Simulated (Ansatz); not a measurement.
# A computed series for Nb: response to strain

Start from Nb in the bcc (W type) structure (space group Im-3m, No. 229; a = 3.311 Å; relaxed with 0.1 eV smearing).

Strains are applied to the cell and any free atomic positions relax.

All numbers come from plane-wave PAW DFT at the PBE level (Ansatz, a first-principles code, 420 eV), no spin-orbit coupling.

Candidates:
(a) isotropic strain +0.50 %
(b) isotropic strain −3.00 %
(c) isotropic strain +2.00 %
(d) isotropic strain +1.00 %

Notes on the quantities. energy relative to the base: free energy F.

Order them by energy relative to the base, highest first.

(b) isotropic strain −3.00 % (+84 meV/atom), (c) isotropic strain +2.00 % (+33 meV/atom), (d) isotropic strain +1.00 % (+8.4 meV/atom), (a) isotropic strain +0.50 % (+2.1 meV/atom)

Stability against distortions was not tested. All final runs are without spin polarisation.
